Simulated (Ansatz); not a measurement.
## Effect of biaxial strain −2.50 %, plane normal [111], relaxed out of plane on TiC

Consider TiC in the rock salt structure (space group Fm-3m, No. 225; a = 4.2934 Å; relaxed with 0.1 eV smearing). Axes: x, y, z lie along the cube axes.

One thing is altered: compressive biaxial strain of 2.50 % in the plane normal to [111], as in epitaxy on a mismatched substrate; the out-of-plane cell vector and the atoms relax.

Computed with PBEsol (Ansatz, an electronic-structure program), without spin-orbit coupling. k-mesh 23×23×23 (Γ-centred); smearing 0.1 eV (Fermi–Dirac).

| quantity | base | changed | shift |
|---|---|---|---|
| volume per atom | 9.89 Å³ | 9.55 Å³ | -0.34 Å³ |
| energy relative to the base (free energy F) | 0 meV/atom | +23 meV/atom | +23 meV/atom |
| pressure (mean of the normal stresses, compression positive) | 0.0 GPa | 10.2 GPa | +10.2 GPa |
| band gap | zero | zero | – |
| out-of-plane strain | – | +1.53 % | – |
| ratio −ε⊥/ε∥ | – | 0.61 | – |
| mean in-plane stress (compression positive) | – | +15.3 GPa | – |

Whether these cells are dynamically stable was not tested. The final runs are not spin-polarised.
